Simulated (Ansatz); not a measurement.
## CdO in the rock salt structure (space group Fm-3m, No. 225)

```yaml
crystal:
  lattice:
    - [0.00000, 2.34515, 2.34515]
    - [2.34515, 0.00000, 2.34515]
    - [2.34515, 2.34515, 0.00000]
  atoms:
    - { symbol: O, position: [0.00000, 0.00000, 0.00000] }
    - { symbol: Cd, position: [0.50000, 0.50000, 0.50000] }
```

The values are results of PBEsol (Ansatz, a first-principles code; PAW; 420 eV plane waves; spin-orbit coupling left out), not measurements. k-mesh 12×12×12 (Γ-centred); smearing 0.05 eV (Fermi–Dirac).

```yaml
volume_per_atom: 12.90 Å³
density: 8.27 g/cm³
band_gap: zero
total_energy: -4372.242 eV/atom (σ→0; compares only within this code and set-up)
```

Whether these cells are dynamically stable was not tested. All final runs are without spin polarisation. The zero or small gap of CdO can change with the level of theory.
